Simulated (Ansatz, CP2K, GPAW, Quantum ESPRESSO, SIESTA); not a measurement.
# One structure in several programs: HgPPt₅ (P1, 7 atoms in the cell)

Self-consistent single point, at a second geometry (atoms moved at random). First geometry:

```xyz
7
Lattice="3.9390 0.0000 0.0000 0.0000 3.9390 0.0000 0.0000 0.0000 7.2098" Properties=species:S:1:pos:R:3 pbc="T T T"
Hg     1.9695     1.9695     0.0000
P      0.0000     0.0000     3.6049
Pt     0.0000     1.9695     2.1851
Pt     0.0000     1.9695     5.0248
Pt     1.9695     0.0000     2.1851
Pt     1.9695     0.0000     5.0248
Pt     0.0000     0.0000     0.0000
```

Second geometry:
```yaml
crystal:
  lattice:
    - [3.93904, 0.00000, 0.00000]
    - [0.00000, 3.93904, 0.00000]
    - [0.00000, 0.00000, 7.20984]
  atoms:
    - { symbol: Hg, position: [0.50396, 0.48977, 0.99851] }
    - { symbol: P, position: [0.01011, 0.00289, 0.49618] }
    - { symbol: Pt, position: [0.00084, 0.49996, 0.31410] }
    - { symbol: Pt, position: [0.00029, 0.49565, 0.69152] }
    - { symbol: Pt, position: [0.49706, 0.00523, 0.30124] }
    - { symbol: Pt, position: [0.49233, 0.99634, 0.69381] }
    - { symbol: Pt, position: [0.99541, 0.01016, 0.00464] }
```

Shared settings, as Ansatz (an electronic-structure program) writes them: kpoints.mp_grid.grid = 6 6 3; scf.occupations.method = fermi_dirac; scf.occupations.width = 0.01 Ry. Potentials and cutoffs stand in the table.

| code | model | ΔF from the first geometry (meV/atom) | pressure (GPa) | largest force (eV/Å) | cutoff |
|---|---|---|---|---|---|
| Ansatz | PBEsol, PAW files made with PBE | 16.9 | -3.36 | 1.091 | default |
| CP2K | PBEsol, GPW, DZVP-MOLOPT-SR-GTH basis, GTH-PBE potentials (GTH_POTENTIALS) | 19.9 | -1.64 | 1.254 | grid 500 Ry |
| SIESTA | GGA PBEsol, numerical atomic orbitals TZP, PseudoDojo PBEsol standard norm-conserving potentials (rewritten from UPF to PSML) | 23.5 | -5.39 | 1.459 | grid 400 Ry |
| Quantum ESPRESSO | PBEsol, GBRV 1.5 ultrasoft (PBESOL) pseudopotentials | 16.6 | -4.18 | 1.075 | 40 Ry |
| GPAW | PBEsol, GPAW PAW datasets PBEsol (made by gpaw-setup) | 18.0 | -2.67 | 1.144 | 550 eV |

Size of the force on each atom (eV/Å): Sizes of forces hide their directions.

```
code                Hg1     P2    Pt3    Pt4    Pt5    Pt6    Pt7
----------------  -----  -----  -----  -----  -----  -----  -----
Ansatz            0.685  0.659  1.091  0.802  0.460  0.578  0.638
CP2K              0.758  0.744  1.254  0.921  0.532  0.678  0.706
SIESTA            0.783  0.701  1.459  1.181  0.638  0.773  0.724
Quantum ESPRESSO  0.691  0.660  1.075  0.785  0.455  0.570  0.642
GPAW              0.698  0.680  1.144  0.844  0.481  0.609  0.651
```

On Ansatz's run: spin-orbit coupling is off. Spin polarisation is off; with an odd number of electrons in the cell that forces a metal, and a magnetic state may lie lower.

The spread over the programs that give each value: ΔF from the first geometry within 6.9 meV/atom; pressure within 3.75 GPa; largest force within 0.384 eV/Å.

CP2K and SIESTA use small atom-centred bases, whose incompleteness enters pressures, forces and empty levels differently from a plane-wave cutoff. Ansatz's pressure is given at a fixed set of plane waves, as the other plane-wave codes print theirs; with its correction for the finite basis it is -3.31 GPa. In the pressure, CP2K (by 1.73) and SIESTA (by 2.02) lie more than 1 GPa from the median of the plane-wave programs. In the force vectors, CP2K (by 0.165) and SIESTA (by 0.388) lie more than 0.08 eV/Å from the median of the plane-wave programs.

The starting cell comes from a database of computed structures (which also holds hypothetical and non-ambient phases and stackings), without a prior relaxation at this level. For this run, on top of that: atoms moved at random.

Keys are those of Ansatz 0.2.
